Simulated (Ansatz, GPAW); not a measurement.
## Ag₃As (P6_3/mmc, 8 atoms in the cell) computed with different codes at matched settings

Self-consistent single point.

```xyz
8
Lattice="5.9400 0.0000 0.0000 -2.9700 5.1442 0.0000 0.0000 0.0000 4.8004" Properties=species:S:1:pos:R:3 pbc="T T T"
Ag     1.4845     0.8571     3.6003
Ag     1.4856     4.2872     1.2001
Ag     0.0000     1.7141     1.2001
Ag     2.9700     3.4301     3.6003
Ag     4.4556     0.8571     3.6003
Ag    -1.4856     4.2872     1.2001
As     2.9700     1.7147     1.2001
As     0.0000     3.4295     3.6003
```

Shared settings, as Ansatz (an electronic-structure program) writes them: kpoints.mp_grid.grid = 2 2 2; scf.occupations.method = fermi_dirac; scf.occupations.width = 0.1 eV. Potentials and cutoffs stand in the table.

| code | model | pressure (GPa) | largest force (eV/Å) | cutoff |
|---|---|---|---|---|
| GPAW | LDA (Perdew-Wang 92), GPAW PAW datasets LDA (gpaw-data 1.0.1) | -10.21 | 0.099 | 600 eV |
| Ansatz | LDA (PW92), PAW files made with PBE | -10.38 | 0.093 | default |

No clean gap comes from GPAW: levels at the Fermi energy touch, overlap or are partly filled at this smearing.

The spread over the programs that give each value: pressure within 0.17 GPa; largest force within 0.006 eV/Å.

Ansatz's pressure is given at a fixed set of plane waves, as the other plane-wave codes print theirs; with its correction for the finite basis it is -10.33 GPa.

On the base mesh (4 4 4) the same programs gave: Ansatz pressure -10.12 GPa; GPAW pressure -9.95 GPa.

The starting cell comes from a database of computed structures (which also holds hypothetical and non-ambient phases and stackings), without a prior relaxation at this level.

Left out of this page: CP2K (on another mesh).

Keys are those of Ansatz 0.2.
